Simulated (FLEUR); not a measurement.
Input and output of a self-consistent single point for TiNbC₂ (P1, 4 atoms in the cell) (FLEUR).

Method: PBEsol, all-electron FLAPW (FLEUR), scalar-relativistic valence.

The change in words: atoms moved at random. Reference geometry:
```yaml
crystal:
  lattice:
    - [1.56522, 0.90368, 5.09669]
    - [-1.56522, 0.90368, 5.09669]
    - [0.00000, -1.80736, 5.09669]
  atoms:
    - { symbol: Ti, position: [0.50000, 0.50000, 0.50000] }
    - { symbol: Nb, position: [0.00000, 0.00000, 0.00000] }
    - { symbol: C, position: [0.75243, 0.75243, 0.75243] }
    - { symbol: C, position: [0.24757, 0.24757, 0.24757] }
```

Reference input (self-consistent single point, DFT, PBEsol, all-electron FLAPW (FLEUR), scalar-relativistic valence): Kmax = 4.3 1/bohr; GmaxXC = 17.2 1/bohr; xcFunctional = PBEs; jspins = 1; l_soc = F; mode = gauss; fermiSmearingEnergy = 0.00183747 Htr; mesh (inpgen div1-3) = 8 8 8; inpgen gamma flag = true; Gmax = 17.2 1/bohr; numbands = 0; maxIterBroyd = 25. This run's input differs from it in these lines:

```diff
@@ -10,6 +10,6 @@
 4
-22 0.5000000000 0.5000000000 0.5000000000
-41 0.0000000000 0.0000000000 0.0000000000
-6 0.7524260000 0.7524260000 0.7524260000
-6 0.2475740000 0.2475740000 0.2475740000
+22 0.5092020000 0.4967130000 0.4968510000
+41 -0.0012150000 0.0156670000 -0.0177490000
+6 0.7393480000 0.7551510000 0.7643960000
+6 0.2526650000 0.2324700000 0.2565020000
 
@@ -94,3 +94,3 @@
       <atomGroup species="Titanium (Ti)">
-         <relPos label="                   1">1.000/2.000 1.000/2.000 1.000/2.000</relPos>
+         <relPos label="                   1">-.4907980000 .4967130000 .4968510000</relPos>
          <force calculate="T" relaxXYZ="TTT"/>
@@ -98,3 +98,3 @@
       <atomGroup species="Niobium (Nb)">
-         <relPos label="                   2">.0000000000 .0000000000 .0000000000</relPos>
+         <relPos label="                   2">-.0012150000 .0156670000 -.0177490000</relPos>
          <force calculate="T" relaxXYZ="TTT"/>
@@ -102,4 +102,7 @@
       <atomGroup species="Carbon (C)">
-         <relPos label="                   3">-.2475740000 -.2475740000 -.2475740000</relPos>
-         <relPos label="                   4">.2475740000 .2475740000 .2475740000</relPos>
+         <relPos label="                   3">-.2606520000 -.2448490000 -.2356040000</relPos>
+         <force calculate="T" relaxXYZ="TTT"/>
+      </atomGroup>
+      <atomGroup species="Carbon (C)">
+         <relPos label="                   4">.2526650000 .2324700000 .2565020000</relPos>
          <force calculate="T" relaxXYZ="TTT"/>
```

Output (repeated stretches shortened):

```
 Iteration:     1   Distance:      31.19650572 me/bohr^3
 Iteration:     2   Distance:      26.16489453 me/bohr^3
 Iteration:     3   Distance:       9.08417261 me/bohr^3
 Iteration:     4   Distance:       9.38974345 me/bohr^3
 Iteration:     5   Distance:       8.82440812 me/bohr^3
   [... 12 lines left out ...]
 Iteration:    18   Distance:       0.00017163 me/bohr^3
 Iteration:    19   Distance:       0.00005655 me/bohr^3
 Iteration:    20   Distance:       0.00003601 me/bohr^3
 Iteration:    21   Distance:       0.00000466 me/bohr^3
 Reset of history
 Run finished successfully
 Stop message:
   Structural relaxation: new displacements generated

[file out, last iteration]
             iter=     22
[...]
          total density-effective poten   -7.6782900115E+03
          total charge density-energy d   -1.6867321799E+02
 Updated energy parameters for spin:           1
[...]
 fermi energy and band-weighting factors:
    0.729588    0.790492

[...]
FERMIE:
          first approx. to ef    (T=0)  :   0.491564 htr   (energy of the highest occ. eigenvalue)
          number of occ. states  (T=0)  :       4290
          first approx. to seigv (T=0)  :  -9.574629 htr
          sum of weights of occ. states :  16.501953
          sum of semicore charge        :   0.000000 e
          fermi energy=   0.49099 har   work function= -13.36040 ev
   [... lines left out ...]
     k-point=  118
     k-point=  119
     k-point=  120
     k-point=  121
     k-point=  122
     k-point=  123
     k-point=  124
     k-point=  125
     k-point=  126
     k-point=  127
     k-point=  128
     k-point=  129
     k-point=  130
     k-point=  131
     k-point=  132
     k-point=  133
     k-point=  134
     k-point=  135
     k-point=  136
     k-point=  137
     k-point=  138
     k-point=  139
     k-point=  140
```

The run converged in 21 iterations. FLEUR gives forces in its relaxation mode, with a further iteration, so its stop message speaks of a relaxation. Against the reference run the total energy rises by 15.9 meV/atom and the largest force goes from 0.201 to 0.956 eV/Å.

The starting cell comes from a database of computed structures (which also holds hypothetical and non-ambient phases and stackings), without a prior relaxation at this level. For this run, on top of that: atoms moved at random. Spin polarisation is off. Values depend on the basis (sphere radii, cutoffs, local orbitals), which need not be converged.

Cost on one core of a shared machine: roughly 20 min.
